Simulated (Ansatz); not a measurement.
Data:

```xyz
8
Lattice="-2.6888 2.6888 5.2330 2.6888 -2.6888 5.2330 2.6888 2.6888 -5.2330" Properties=species:S:1:pos:R:3 pbc="T T T"
Zn     0.0000     2.6888     2.6165
Zn     0.0000     0.0000     0.0000
Si     2.6888     0.0000     2.6165
Si     0.0000     0.0000     5.2330
P      1.3444     1.4176    -1.3083
P      1.3444     1.2711     3.9248
P      3.9599     1.3444     1.3083
P     -1.2711     1.3444     6.5413
```

No spin polarisation.

Hole doping at 5.0×10^21 cm⁻³ (0.757 per cell), with a uniform compensating background at fixed cell and a 300 K Fermi–Dirac width.

The values are results of r2SCAN (Ansatz, an electronic-structure program), no spin-orbit coupling, not measurements. Γ-centred 12×12×12 mesh, Fermi–Dirac width 0.0259 eV.

Predict the gap between the host's bands, gap character and Fermi level from band edge.

Gap between the host's bands: 1.64 eV
Gap character: direct at Γ
Fermi level relative to the doped band's edge (positive inside the band; to 0.05 eV): +0.55 eV

Charged cell with a jellium background: band edges are those of the host's band count, energies are not comparable with the neutral cell, and many-body gap narrowing is missing. Whether these cells are dynamically stable was not tested. The cell was made from ZnSiP₂ in the chalcopyrite structure (space group I-42d, No. 122) by this change: holes 5.0×10^21 cm⁻³.
